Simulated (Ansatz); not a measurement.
## What a tighter setting buys: basis.ecutwfc, NbAs (P-6m2, 2 atoms in the cell)

```
CELL_PARAMETERS angstrom
      3.54110     0.00000     0.00000
     -1.77055     3.06668     0.00000
      0.00000     0.00000     3.45594
ATOMIC_POSITIONS crystal
  Nb 0.00000 0.00000 0.00000
  As 0.66667 0.33333 0.50000
```

Method of the run: LDA (PW92), default PAW files made with PBE (plane waves; Ansatz, a program for electronic structure).

Base settings: basis.ecutwfc = 420 eV; kpoints.mp_grid.grid = 6 6 5; hamiltonian.xc = lda; hamiltonian.pseudopotentials = {kind: paw} (the program's default PAW files); scf.occupations.method = cold; scf.occupations.width = 0.05 eV.

Misses are taken against the tightest run, 840 eV, which need not be fully converged itself. The energy is the free energy per atom.

The count of work is k-points × plane waves × bands × iterations; it is no time, and leaves out set-up, grids and terms that scale otherwise. 

Ansatz's pressure holds its estimate of the finite-basis (Pulay) stress, which hides part of the cutoff error; the uncorrected pressure shows it.

The starting cell was generated: these elements placed on a structure prototype, without a prior relaxation; it need not be a known phase or ordering of this composition. Spin polarisation is off. In the base run, with a pressure of about -15 GPa the cell is away from its equilibrium volume at this level. Ansatz's pressure includes its estimate of the finite-basis (Pulay) stress. Without a gap this mesh is coarse (it stands for a supercell whose shortest vector is 17 Å).

```
basis.ecutwfc  energy less reference (meV/atom)  pressure less reference (GPa)  uncorrected pressure less reference (GPa)  count of work / reference
-------------  --------------------------------  -----------------------------  -----------------------------------------  -------------------------
170 eV                                  9136.24                         -12.17                                    -283.15                       0.11
210 eV                                  2496.07                          -2.00                                    -106.64                       0.14
250 eV                                   541.29                           0.93                                     -31.40                       0.16
295 eV                                    68.42                           0.19                                      -5.36                       0.16
335 eV                                     9.36                           0.04                                      -0.85                       0.25
380 eV                                     1.58                           0.00                                      -0.09                       0.30
420 eV                                     0.72                           0.00                                      -0.02                       0.35
485 eV                                     0.32                           0.00                                      -0.01                       0.43
545 eV                                     0.15                           0.00                                       0.00                       0.51
630 eV                                     0.04                           0.00                                       0.00                       0.63
735 eV                                     0.02                           0.00                                       0.00                       0.79
840 eV                                     0.00                           0.00                                       0.00                        1.0
```

Coarsest setting among those run that, with all tighter ones, holds the energy within 5 meV/atom of the reference: 380 eV, off by 1.6 meV/atom; it needs 0.30 of the reference's count of work.

Smallest miss in the energy for at most 0.2 times the reference's count of work: 295 eV, with a miss of 68 meV/atom at a count of 0.16.

The step from 170 eV to 380 eV: it takes the miss in the energy from 9100 to 1.6 meV/atom, for 2.7 times the count of work.

Keys are those of Ansatz 0.2.
